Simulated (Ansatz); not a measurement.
Results of PBE0 in Ansatz (PAW) for Ca(OH)2 (P-3m1, No. 164).

Run with plane-wave cutoff 460 eV, 9×9×6 k mesh (along the axes of the cell as run), Fermi–Dirac smearing 0.01 eV, scalar-relativistic PAW data made under PBE.

Cell (relaxed at this level):

```
CELL_PARAMETERS angstrom
      1.79870    -3.11545     0.00000
      1.79870     3.11545     0.00000
      0.00000     0.00000     4.97434
ATOMIC_POSITIONS crystal
  Ca 0.00000 0.00000 0.00000
  H  0.33333 0.66667 0.57825
  H  0.66667 0.33333 0.42175
  O  0.33333 0.66667 0.77096
  O  0.66667 0.33333 0.22904
```

Task: Predict the band gap.

Result: 
- band gap: 6.64 eV (on the SCF k mesh)

Note: the relaxation could not lower the start's symmetry, so the cell can be a saddle point above a distorted one.

The result took about 50 core-minutes (a rough figure).

Ansatz is a first-principles code.
